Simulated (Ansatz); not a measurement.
# NaCl in the rock salt structure (space group Fm-3m, No. 225)

```cif
data_Cl4Na4
_chemical_formula_sum 'Cl4 Na4'
_space_group_name_H-M_alt 'Fm-3m'
_space_group_IT_number 225
_space_group_name_Hall '-F 4 2 3'
_cell_length_a 5.69564
_cell_length_b 5.69564
_cell_length_c 5.69564
_cell_angle_alpha 90.000
_cell_angle_beta 90.000
_cell_angle_gamma 90.000
loop_
_atom_site_label
_atom_site_type_symbol
_atom_site_symmetry_multiplicity
_atom_site_Wyckoff_symbol
_atom_site_fract_x
_atom_site_fract_y
_atom_site_fract_z
_atom_site_occupancy
Cl1 Cl 4 a 0.00000 0.00000 0.00000 1
Na1 Na 4 b 0.50000 0.50000 0.50000 1
```
(The calculation used a cell of 2 atoms; values per cell refer to that cell.)

Calculations: Ansatz (a quantum-chemistry and plane-wave program), PBE, PAW, cutoff 420 eV, without spin-orbit coupling, earlier PAW set. k-mesh 10×10×10 (Γ-centred); smearing 0.05 eV (Fermi–Dirac).

```json
{
  "volume_per_atom": "23.10 Å³",
  "density": "2.10 g/cm³",
  "band_gap": "5.00 eV, direct at Γ",
  "electron_mass": "0.40 mₑ",
  "Hole mass (degenerate bands, along [100])": "0.65, 2.9, 2.9 mₑ",
  "Lowest conduction-band minima above the VBM": "Γ 5.00 eV",
  "total_energy": "-1284.778 eV/atom (σ→0; compares only within this code and set-up)"
}
```

Effective masses come from finite differences of ±0.01 Å⁻¹. Whether these cells are dynamically stable was not tested.
